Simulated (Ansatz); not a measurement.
## Cu3Sb (model structure, P6/mmm, No. 191, 4 atoms in the cell): properties by level of theory

| level (code) | lattice parameter a (Å) | lattice parameter c (Å) | bulk modulus (GPa) | cohesive energy (eV/atom) |
|---|---|---|---|---|
| LDA (Ansatz) | [?] | 4.795 | [?] | 3.77 |
| PBEsol (Ansatz) | [?] | 4.857 | [?] | 3.31 |
| r²SCAN (Ansatz) | [?] | 4.891 | [?] | [?] |

### Question
Some entries are withheld; supply them.

### Answer

- LDA (Ansatz, a program for electronic structure), lattice parameter a (Å): 4.391
- LDA (Ansatz), bulk modulus (GPa): 77.1
- PBEsol (Ansatz), lattice parameter a (Å): 4.447
- PBEsol (Ansatz), bulk modulus (GPa): 68.0
- r²SCAN (Ansatz), lattice parameter a (Å): 4.478
- r²SCAN (Ansatz), bulk modulus (GPa): 66.1
- r²SCAN (Ansatz), cohesive energy (eV/atom): 3.11

Caveats: the bulk modulus is −V dP/dV from two relaxed cells at ±2 % in volume (LDA, PBEsol, r²SCAN). Ansatz's density-functional and Hartree–Fock values are scalar-relativistic unless marked +SOC, with PAW data made under PBE.

Free atoms are spin-polarised, in the lowest state found; at levels without +SOC their spin–orbit coupling is left out.

A model structure was made by putting elements into a prototype or built by hand; it is no filed structure, need not be a known phase, and can be a saddle point held by its symmetry.
